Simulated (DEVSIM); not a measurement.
## abrupt Si n-p junction

Device: abrupt Si n-p junction, at 300 K.

```tsv
layer (left to right)	material	thickness (μm)	Nd (cm⁻³)	Na (cm⁻³)	τn (s)	τp (s)
1	Si	0.760	1.2e17	-	0.001	0.001
2	Si	42.0	-	7.9e13	0.001	0.001
```

Left contact: ohmic. Right contact: ohmic. Voltage is applied to the left contact. Recombination: SRH at mid-gap, radiative, Auger. Mobility is μmin + (μ − μmin)/(1 + (N/Nref)^α).

This is a model device: material constants are rounded textbook-type values typed into the input, and sizes, dopings and lifetimes were drawn at random. Values at 300 K.

```
parameter           Si
-------------  -------
gap (eV)         1.124
affinity (eV)     4.05
permittivity      11.7
Nc (cm⁻³)      2.86e19
Nv (cm⁻³)       3.1e19
μn (cm²/Vs)       1417
μp (cm²/Vs)        470
μn,min              52
μp,min              45
Nref,n          9.7e16
Nref,p          2.2e17
αn                0.68
αp                0.72
B (cm³/s)      4.7e-15
Cn (cm⁶/s)     2.8e-31
Cp (cm⁶/s)     9.9e-32
```

Simulated with DEVSIM: 1D drift-diffusion, Boltzmann statistics, complete ionisation; no tunnelling, impact ionisation, image-force lowering or self-heating.

```json
{
 "potential_step_across_the_device_at_zero_bias": "0.650 V",
 "largest_field_in_the_device_at_zero_bias": "19000 V/cm",
 "Dark forward voltage at 1 A/cm²": "0.555 V",
 "Dark forward voltage at 100 A/cm²": "1.249 V"
}
```

Dark reverse current:

| V (V) | J (A/cm²) |
|---|---|
| 0.20 | 2.3e-9 |
| 0.50 | 2.4e-9 |
| 1.00 | 2.6e-9 |
| 1.50 | 2.7e-9 |
| 2.00 | 2.8e-9 |
| 3.00 | 3.0e-9 |
| 4.00 | 3.2e-9 |
| 5.00 | 3.3e-9 |
| 6.50 | 3.5e-9 |
| 8.00 | 3.7e-9 |
| 10.00 | 4.0e-9 |

Small-signal capacitance in reverse bias (quasi-static):

```json
[
 {"V (V)": "0.2", "C (nF/cm²)": "3.06"},
 {"V (V)": "0.5", "C (nF/cm²)": "2.55"},
 {"V (V)": "1", "C (nF/cm²)": "2.08"},
 {"V (V)": "1.5", "C (nF/cm²)": "1.80"},
 {"V (V)": "2", "C (nF/cm²)": "1.61"},
 {"V (V)": "3", "C (nF/cm²)": "1.36"},
 {"V (V)": "4", "C (nF/cm²)": "1.20"},
 {"V (V)": "5", "C (nF/cm²)": "1.09"},
 {"V (V)": "6.5", "C (nF/cm²)": "0.963"},
 {"V (V)": "8", "C (nF/cm²)": "0.875"},
 {"V (V)": "10", "C (nF/cm²)": "0.787"}
]
```
